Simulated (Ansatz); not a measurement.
Results of r²SCAN in Ansatz (plane waves, PAW) for OsAl (model structure, within 0.1 Å of Pm-3m, No. 221, 2 atoms in the cell).

Numerical settings: plane-wave cutoff 560 eV, 20×20×16 k mesh (along the axes of the cell as run), Fermi–Dirac smearing 0.05 eV, no spin polarisation, scalar-relativistic PAW data made under PBE.

Cell (relaxed at this level):

```cif
data_AlOs
_chemical_formula_sum 'Al1 Os1'
_space_group_name_H-M_alt 'Pm-3m'
_space_group_IT_number 221
_space_group_name_Hall '-P 4 2 3'
_cell_length_a 2.99710
_cell_length_b 2.99710
_cell_length_c 2.99710
_cell_angle_alpha 90.000
_cell_angle_beta 90.000
_cell_angle_gamma 90.000
loop_
_atom_site_label
_atom_site_type_symbol
_atom_site_symmetry_multiplicity
_atom_site_Wyckoff_symbol
_atom_site_fract_x
_atom_site_fract_y
_atom_site_fract_z
_atom_site_occupancy
Al1 Al 1 b 0.50000 0.50000 0.50000 1
Os1 Os 1 a 0.00000 0.00000 0.00000 1
```

Problem. Predict the bulk modulus B0.

Solution. 
- bulk modulus B0 = 255 GPa

Note: the run has no spin polarisation, so it can have missed a magnetic state; the bulk modulus is −V dP/dV from two relaxed cells at ±2 % in volume.

Spin–orbit coupling is not included.

The computed numbers hold no vibrational or temperature effects.

Cost on a shared machine: about 6 core-minutes (a rough figure).

A model structure was made by putting elements into a prototype or built by hand; it is no filed structure, need not be a known phase, and can be a saddle point held by its symmetry.

Ansatz is a program for electronic structure.
